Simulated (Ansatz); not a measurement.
The starting structures come from a database of crystals and need not be the phases stable at ambient conditions.

Tunnelling through a barrier is set by its complex band structure: the current falls as exp(−2κd) with the smallest κ.

Here is the system:

```
CELL_PARAMETERS angstrom
      6.66623     0.00000     0.05744
      0.00000     8.63113     0.00000
      3.07627     0.00000     5.91426
ATOMIC_POSITIONS crystal
  Zr 0.81123 0.75000 0.81123
  Zr 0.18877 0.25000 0.18877
  Tl 0.50000 0.50000 0.50000
  Tl 0.50000 0.00000 0.50000
  Cd 0.19090 0.75000 0.19090
  Cd 0.80910 0.25000 0.80910
  F  0.19671 0.48495 0.19671
  F  0.80329 0.51505 0.80329
  F  0.80329 0.98495 0.80329
  F  0.19671 0.01505 0.19671
  F  0.15458 0.75000 0.56317
  F  0.84542 0.25000 0.43683
  F  0.43683 0.25000 0.84542
  F  0.56317 0.75000 0.15458
  F  0.16561 0.25000 0.51992
  F  0.83439 0.75000 0.48008
  F  0.48008 0.75000 0.83439
  F  0.51992 0.25000 0.16561
  F  0.99050 0.75000 0.99050
  F  0.00950 0.25000 0.00950
```

Space group of this cell: Cmcm. The cell was relaxed by PBE-D3(BJ); by r2SCAN its mean pressure is -2.8 GPa.

Transport runs along the normal of the first two printed cell vectors.

The gap is the functional's own. No spin-orbit coupling. Mid-gap values are interpolated on the energy grid.

Question: Predict the band gap and the smallest decay constant κ at mid-gap from r2SCAN in Ansatz (a quantum-chemistry and plane-wave program).

Answer: Gap 5.58 eV on a 6×4×6 mesh; κ = 0.510 1/Å, at the zone centre.
